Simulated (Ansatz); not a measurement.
**Hypothetical zinc blende BiAs, pressure series**

Consider BiAs in the zinc blende structure (space group F-43m, No. 216; a hypothetical phase, not in the database extracts checked).

```xyz
2
Lattice="0.0000 3.3265 3.3265 3.3265 0.0000 3.3265 3.3265 3.3265 0.0000" Properties=species:S:1:pos:R:3 pbc="T T T"
As     4.9898     4.9898     4.9898
Bi     0.0000     0.0000     0.0000
```

Cell and atoms are relaxed at each pressure.

Computed with DFT with r2SCAN, PAW potentials and a 500 eV plane-wave cutoff in Ansatz (an electronic-structure program), without spin-orbit coupling.

Notes on the quantities. enthalpy: H = E + PV relative to the base's energy.

```csv
change,density,enthalpy
base,6.40 g/cm³,–
pressure −2 GPa,6.07 g/cm³,-0.47 eV/atom
pressure −1 GPa,6.24 g/cm³,-0.23 eV/atom
pressure 0.3 GPa,6.45 g/cm³,+0.07 eV/atom
pressure 0.7 GPa,6.51 g/cm³,+0.16 eV/atom
pressure 1.5 GPa,6.62 g/cm³,+0.34 eV/atom
pressure 3 GPa,6.82 g/cm³,+0.67 eV/atom
pressure 5 GPa,7.06 g/cm³,+1.09 eV/atom
pressure 7.5 GPa,7.33 g/cm³,+1.60 eV/atom
pressure 10 GPa,7.58 g/cm³,+2.10 eV/atom
```

Load acts through the strain it causes; cell and atoms are relaxed under it. No phonon test of stability was made. Competing high-pressure phases were not computed. All final runs are without spin polarisation.
